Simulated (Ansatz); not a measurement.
Ti2P (model structure, started from the Ca2N type, R-3m, No. 166, 3 atoms in the cell) was calculated with PBEsol (plane waves, PAW; Ansatz, a quantum-chemistry and plane-wave program).

Numerical settings: plane-wave cutoff 520 eV, 18×18×18 k mesh, Fermi–Dirac smearing 0.05 eV, no spin polarisation, scalar-relativistic PAW data made under PBE.

Cell (relaxed at this level):

```cif
data_P3Ti6
_chemical_formula_sum 'Ti6 P3'
_space_group_name_H-M_alt 'R-3m :H'
_space_group_IT_number 166
_space_group_name_Hall '-R 3 2"'
_cell_length_a 3.54960
_cell_length_b 3.54960
_cell_length_c 13.19471
_cell_angle_alpha 90.000
_cell_angle_beta 90.000
_cell_angle_gamma 120.000
loop_
_atom_site_label
_atom_site_type_symbol
_atom_site_symmetry_multiplicity
_atom_site_Wyckoff_symbol
_atom_site_fract_x
_atom_site_fract_y
_atom_site_fract_z
_atom_site_occupancy
Ti1 Ti 6 c 0.00000 0.00000 0.24141 1
P1 P 3 a 0.00000 0.00000 0.00000 1
```
(The calculation used a cell of 3 atoms; values per cell refer to that cell.)

Problem. Give the computed bulk modulus.

Solution. 
bulk modulus: 122 GPa

Note: the run has no spin polarisation, so it can have missed a magnetic state; the bulk modulus is −V dP/dV from two relaxed cells at ±2 % in volume; the relaxation could raise the start's symmetry but not lower it, so the cell can be a saddle point.

Static lattice: no zero-point or thermal effects.

A model structure was made by putting elements into a prototype or built by hand; it is no filed structure, need not be a known phase, and can be a saddle point held by its symmetry.
